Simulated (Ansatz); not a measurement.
Levels about the gap of amorphous In$_{9}$Ga$_{9}$Zn$_{9}$O$_{38}$Ge (66 atoms in a cell of 838 Å³, 5.81 g/cm³; zone centre alone, so wide bands show as single levels with stretches between that a denser mesh fills), at the geometry that PBE relaxed, where it gives 2.5 GPa on a denser mesh. The participation number counts the atoms over which a state spreads; weights are charges in smoothed Voronoi cells. The levels come from a single point, so bond lengths are those of that geometry. Method of the levels: PBE, scalar-relativistic without spin-orbit coupling (Ansatz, a quantum-chemistry and plane-wave program). Sampling: the zone centre alone; Fermi-Dirac width 0.02 eV; no spin polarisation.

The cell was made by melting and quenching with the CHGNet potential and then relaxed with DFT. O atoms were pushed apart under 1.9 Å during the dynamics, to hinder bonds among them. The hot cell started wider than the set density and was brought back towards it in steps. It is the lowest in DFT energy of 2 quenches. It is a model cell: composition and starting density were chosen by hand, and all elements were melted together. No dispersion term was used. Its density started from a set value of 5.81 and ended at 5.81 g/cm³. Cooling (nominally 320 K/ps over its main leg) ran many orders faster than in experiment, which tends to leave more defects and strain. One small periodic cell is one sample of the glass; other quenches scatter about these values. The volume was held where the preparation left it and the shape relaxed, at a PBE pressure of 2.5 GPa. Stress components on the final sampling reach 2.6 GPa.

```json
[
 {"E - E(highest filled), eV": "-0.37", "filling": "filled", "participation number": "18.6", "largest on": "O, 4 neighbours", "weight O": "0.81", "weight In": "0.01", "weight Ga": "0.01", "weight Zn": "0.16"},
 {"E - E(highest filled), eV": "-0.36", "filling": "filled", "participation number": "25.8", "largest on": "O, 3 neighbours", "weight O": "0.87", "weight In": "0.02", "weight Ga": "0.02", "weight Zn": "0.09"},
 {"E - E(highest filled), eV": "-0.25", "filling": "filled", "participation number": "18.7", "largest on": "O, 3 neighbours", "weight O": "0.89", "weight In": "0.02", "weight Ga": "0.01", "weight Zn": "0.09"},
 {"E - E(highest filled), eV": "-0.23", "filling": "filled", "participation number": "9.3", "largest on": "O, 3 neighbours", "weight O": "0.87", "weight In": "0.02", "weight Ga": "0.01", "weight Zn": "0.10"},
 {"E - E(highest filled), eV": "-0.15", "filling": "filled", "participation number": "15.5", "largest on": "O, 4 neighbours", "weight O": "0.81", "weight In": "0.02", "weight Ga": "0.01", "weight Zn": "0.16"},
 {"E - E(highest filled), eV": "-0.07", "filling": "filled", "participation number": "6.4", "largest on": "O, 4 neighbours", "weight O": "0.82", "weight In": "0.02", "weight Ga": "0.01", "weight Zn": "0.15"},
 {"E - E(highest filled), eV": "0.00", "filling": "filled", "participation number": "12.8", "largest on": "O, 4 neighbours", "weight O": "0.83", "weight In": "0.02", "weight Ga": "0.01", "weight Zn": "0.14"},
 {"E - E(highest filled), eV": "0.86", "filling": "empty", "participation number": "60.0", "largest on": "In, 5 neighbours", "weight O": "0.52", "weight In": "0.21", "weight Ga": "0.13", "weight Zn": "0.14"},
 {"E - E(highest filled), eV": "3.41", "filling": "empty", "participation number": "19.3", "largest on": "In, 5 neighbours", "weight O": "0.58", "weight In": "0.32", "weight Ga": "0.06", "weight Zn": "0.05"},
 {"E - E(highest filled), eV": "3.63", "filling": "empty", "participation number": "33.6", "largest on": "In, 5 neighbours", "weight O": "0.59", "weight In": "0.29", "weight Ga": "0.04", "weight Zn": "0.07"},
 {"E - E(highest filled), eV": "3.79", "filling": "empty", "participation number": "27.9", "largest on": "In, 6 neighbours", "weight O": "0.58", "weight In": "0.26", "weight Ga": "0.09", "weight Zn": "0.06"},
 {"E - E(highest filled), eV": "3.87", "filling": "empty", "participation number": "42.4", "largest on": "Ga, 4 neighbours", "weight O": "0.59", "weight In": "0.23", "weight Ga": "0.12", "weight Zn": "0.05"},
 {"E - E(highest filled), eV": "4.14", "filling": "empty", "participation number": "43.9", "largest on": "In, 6 neighbours", "weight O": "0.56", "weight In": "0.19", "weight Ga": "0.11", "weight Zn": "0.12"},
 {"E - E(highest filled), eV": "4.23", "filling": "empty", "participation number": "47.7", "largest on": "Zn, 4 neighbours", "weight O": "0.58", "weight In": "0.10", "weight Ga": "0.17", "weight Zn": "0.13"}
]
```

Most localised among these is the filled level at -0.07 eV, on a O atom, which has 4 neighbours (Zn 1.86 Å, In 2.03 Å, Zn 2.15 Å, Zn 2.45 Å).
